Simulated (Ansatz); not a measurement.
## TiAl, pressure series

The reference is TiAl (space group P4/mmm, No. 123; a = 2.824 Å, c = 4.071 Å).

Cell and atoms are relaxed at each pressure.

Computed with Ansatz (an electronic-structure program) PBE, spin-orbit coupling left out, earlier PAW set.

Notes on the quantities. enthalpy: H = E + PV relative to the base's energy.

```tsv
change	enthalpy	lattice parameter a
base	–	5.337 bohr
pressure −2 GPa	-0.20 eV/atom	[?]
pressure −1 GPa	-0.10 eV/atom	5.353 bohr
pressure 0.9 GPa	+0.09 eV/atom	5.323 bohr
pressure 2.1 GPa	+0.21 eV/atom	5.306 bohr
pressure 4.5 GPa	+0.45 eV/atom	5.272 bohr
pressure 9 GPa	+0.88 eV/atom	5.216 bohr
pressure 15 GPa	+1.44 eV/atom	5.151 bohr
pressure 22.5 GPa	+2.10 eV/atom	5.080 bohr
pressure 30 GPa	+2.75 eV/atom	5.020 bohr
```

Question: Some entries are withheld; estimate them.

Answer: 
- pressure −2 GPa, lattice parameter a: 5.369 bohr

Load acts through the strain it causes; cell and atoms are relaxed under it. Whether these cells are dynamically stable was not tested. Competing high-pressure phases were not computed. The final runs are not spin-polarised.
